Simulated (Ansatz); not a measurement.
Amorphous Si24O49Li2, 75 atoms at 2.17 g/cm³, one PBE-relaxed geometry, zone centre. Methods: PBE, scalar-relativistic without spin-orbit coupling (Ansatz, a program for electronic structure); r2SCAN, scalar-relativistic without spin-orbit coupling (Ansatz); HSE06, scalar-relativistic without spin-orbit coupling (Ansatz). Plane waves to 420 eV (r2SCAN 500 eV); exact exchange is cut at the cell's faces. At PBE the levels at the filled edge of the gap are localised (band-tail or defect states), and the nearest spread-out levels lie 5.0 eV apart at the zone centre. All rungs ran without spin polarisation.

The cell was made by melting and quenching with the CHGNet potential and then relaxed with DFT. O atoms were pushed apart under 1.9 Å during the dynamics, to hinder bonds among them. The hot cell started wider than the set density and was brought back towards it in steps. It is the lowest in DFT energy of 2 quenches. It is a model cell: composition and starting density were chosen by hand, and all elements were melted together. No dispersion term was used. Its density started from a set value of 2.20 and ended at 2.17 g/cm³. Cooling (nominally 480 K/ps over its main leg) ran many orders faster than in experiment, which tends to leave more defects and strain. A cell of this size samples the disorder only roughly. Volume and shape were free in the relaxation. Cycles of charging lowered its energy after that relaxation.

The relaxation ran on the zone centre alone. At PBE the level gap is 4.51 eV on a 2×2×2 Γ-centred mesh, and the spacing at the zone centre alone 4.50 eV.

What zone-centre spacing does r2SCAN give, roughly?

5.15 eV (+0.65 eV against PBE).

What zone-centre spacing does HSE06 give, roughly?

6.28 eV (+1.78 eV against PBE).

The highest filled and the lowest empty state spread over these numbers of atoms (participation numbers): PBE: 6.0 and 46.9; r2SCAN: 6.0 and 47.0; HSE06: 6.2 and 46.7.
